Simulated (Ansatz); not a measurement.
## PbO: transverse stress against strain

PbO (litharge, P4/nmm, 18.537 Å³/atom at rest, c along z) under a strain ε along c (axis z), the other axes held. PBEsol-D3(BJ) in Ansatz, a plane-wave DFT program (PAW, default set), 420 eV, 8×8×7 Γ-centred mesh, Fermi-Dirac smearing 0.05 eV; ions are relaxed within the symmetry of each cell. Stress is positive for a compressed cell.

Here s stands for strain and y for stress xx.

| strain (%) | stress xx (GPa) |
|---|---|
| -3.00 | ? |
| -1.20 | 0.34 |
| -0.60 | 0.16 |
| 0.00 | 0.00 |
| 0.60 | -0.14 |
| 1.20 | -0.28 |

Problem. Using a straight line, estimate the missing y at s = -3.00 from the other rows, showing the fit.

Solution. Means: s 0, y 0.016. About the means, the sum of products is -0.92400 and the sum of squares of s is 3.6000; the slope is their ratio. Least squares gives y = 0.016 - 0.2567·s. Residuals (row less fit): 0.016, -0.010, -0.016, -0.002, 0.012; standard error 0.016 (degrees of freedom: 3). The slope gives the elastic constant C13 = 26 ± 0.8 GPa. At the withheld row, y = 0.016 - 0.2567 × (-3.0) = 0.786 GPa. The calculation gives 0.90 GPa, 0.114 GPa above the prediction (9.7 % of the range of y in the table). The row lies outside the fitted rows, so this is an extrapolation. From the scatter of the fitted rows alone, a prediction at this place has a standard error of 0.031 GPa, so the miss is 3.7 times that.

One order more, fitted to all 11 runs of the series, follows each within 0.01, so the miss is the next term of a smooth law. Rows are the converged runs of the series near zero and its far end; series whose fitted rows scatter by over a few per cent of the range, as at a crossing or softening among them, aren't shown in this form. Most that stay on the fit to the last digits aren't either.
